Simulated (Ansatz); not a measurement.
The reference is SnSe₂ in the CdI2 type structure (space group P-3m1, No. 164; a = 3.826 Å, c = 6.231 Å; layered, stacked along the Cartesian z axis).

The values are results of plane-wave PAW DFT at the r2SCAN+rVV10 level (Ansatz, a first-principles code, 500 eV), without spin-orbit coupling, not measurements.

Base values:

The gap character is indirect, K–Γ (71 % along) → k = (0, -1/2, 1/3) in the run's primitive reciprocal basis.

Perturbation: an isotropic linear strain of +5.32 %; the atoms relax in the strained cell.

**Question.** Predict the new largest internal atomic displacement, gap character and energy relative to the base.

**Answer.** The largest internal atomic displacement is 0.142 Å; the gap character becomes direct at Γ (base: indirect, K–Γ (71 % along) → k = (0, -1/2, 1/3) in the run's primitive reciprocal basis); the energy rises by 69 meV/atom.

No phonon test of stability was made.
